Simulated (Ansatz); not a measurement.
The parent structure is MgIn$_{2}$O$_{4}$ (space group I-4, No. 82; a = 4.7706 Å, c = 9.8962 Å; a hypothetical phase, not in the database extracts checked). Axes: x, y, z lie along a, b, c of the conventional cell.

The change: strain tensor (xx, yy, zz, yz, xz, xy) = (−1.99, +1.06, −1.74, +0.46, +0.08, −2.27) %; the atoms relax in the strained cell.

Levels (all Ansatz, a quantum-chemistry and plane-wave program, PAW): PBEsol (420 eV, no SOC); HSE06 (420 eV, no spin-orbit coupling).

The geometry is relaxed with PBEsol.

PBEsol lowest conduction level above the VBM at special points: Γ 1.41 eV; Z 3.77 eV; Y 3.92 eV

**Question.** What does HSE06 give at this geometry for the lowest conduction level above the VBM at special points?

**Answer.** The lowest conduction level above the VBM at special points changes from Γ 1.41 eV; Z 3.77 eV; Y 3.92 eV to Γ 3.00 eV; Z 5.50 eV; Y 5.69 eV.

Single points use the geometry relaxed with PBEsol. HSE06 was sampled on its mesh, a few special points and the semilocal edge points, so its gap is an upper bound. The levels and masses belong to the bands next to the band gap. Stability against distortions was not tested. k-point labels follow each cell's own Brillouin zone.
